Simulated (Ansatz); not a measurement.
An Ansatz (an electronic-structure program) run: hypothetical P3_121 CuCl; PBEsol (Ansatz; PAW; 420 eV plane waves; no spin-orbit coupling).

Input:

Ansatz 0.2 input:
```yaml
crystal:
  lattice:
    - [3.9762760579, 0, 0]
    - [-1.9881380289, 3.4435560786, 0]
    - [0, 0, 8.9739179212]
  atoms:
    - { symbol: Cu, position: [0.2205142131, 0.2205142131, 0.5] }
    - { symbol: Cu, position: [0.7794857869, 0, 0.8333333333] }
    - { symbol: Cu, position: [0, 0.7794857869, 0.1666666667] }
    - { symbol: Cl, position: [0.5624557114, 0.5624557114, 0] }
    - { symbol: Cl, position: [0.4375442886, 0, 0.3333333333] }
    - { symbol: Cl, position: [0, 0.4375442886, 0.6666666667] }
basis: { ecutwfc: 420, ecutrho_ratio: 4, xc_grid: 2, fft_grid_basis: typed }
kpoints: { mp_grid: { grid: [10, 10, 4] } }
hamiltonian:
  xc: pbesol
  dispersion: none
  pseudopotentials: { kind: paw }
scf: { occupations: { method: fermi_dirac, width: 0.05 }, convergence: { dr2_threshold: 0.0000000006 } }
output: { forces: true, stress: true }
```

Output (explanatory and most iteration lines left out):

```
Pseudopotential: Cu, paw, valence charge 19
Pseudopotential: Cl, paw, valence charge 7
Crystal: 6 atoms, lattice volume = 122.876 Å³
Basis set: ecut = 420 eV, 2405 PW (Γ), exchange–correlation on 54×54×120 points (8 copies of the dense FFT grid, shifted against one another)
Bands: 45, of which v1, the nominal top of the filled ones, is band 39 counted from 1 (38 counted from 0)
Symmetry: 6 space group operations
Space group: P3121 (ITA 152), of the structure as read, at distance tolerance 5.0e-5 Å
k-points: 50 of 400 (time reversal used)
Functional: x = pbesol(κ = 0.804, μ = 0.12345679012345678), c = pbesol(β = 0.046)
SCF iter   1: F=—  HF=-22950.447481 eV  |F-HF|=—  |Δ(HF+E_count)|=         —  Δρ=9.63e-3  dr2=6.87e-2  ethr=1.77e-3  ⟨swp⟩=6.6  Hψ=8893  notcnv=0
SCF iter   2: F=—  HF=-22950.441847 eV  |F-HF|=—  |Δ(HF+E_count)|=   5.63e-3  Δρ=6.67e-3  dr2=3.31e-2  ethr=8.81e-5  ⟨swp⟩=2.0  Hψ=4663  notcnv=0  defer=86
SCF 1 converged in 10 iterations: F = -22950.430736 eV  dr2 = 1.66e-10
SCF converged after 10 iterations
Free energy (F): -22950.430736 eV
Internal energy: -22950.430736 eV  (E = F + TS)
E sigma→0 (E₀):  -22950.430736 eV
Fermi energy:    7.299230 eV
--- Forces (eV/Å), atoms counted from 1 ---
  atom   1  Cu     0.00014257     0.00024693     0.00000000
  atom   2  Cu    -0.00028514     0.00000000     0.00000000
  atom   3  Cu     0.00014257    -0.00024693     0.00000000
  atom   4  Cl     0.00065279     0.00113067     0.00000000
  atom   5  Cl    -0.00130558     0.00000000     0.00000000
  atom   6  Cl     0.00065279    -0.00113067    -0.00000000
--- Stress (GPa, compression-positive) ---
        0.003568       0.000000      -0.000000
        0.000000       0.003568       0.000000
       -0.000000       0.000000      -0.003180
  P = ⅓ Tr σ = 0.0013 GPa (0.013 kbar)
```

Stability against distortions was not tested. No Hubbard U is applied. All final runs are without spin polarisation. The cell is CuCl (space group P3_121, No. 152; a hypothetical phase, not in the database extracts checked; made of chains). No dispersion term is included in the PBEsol runs.
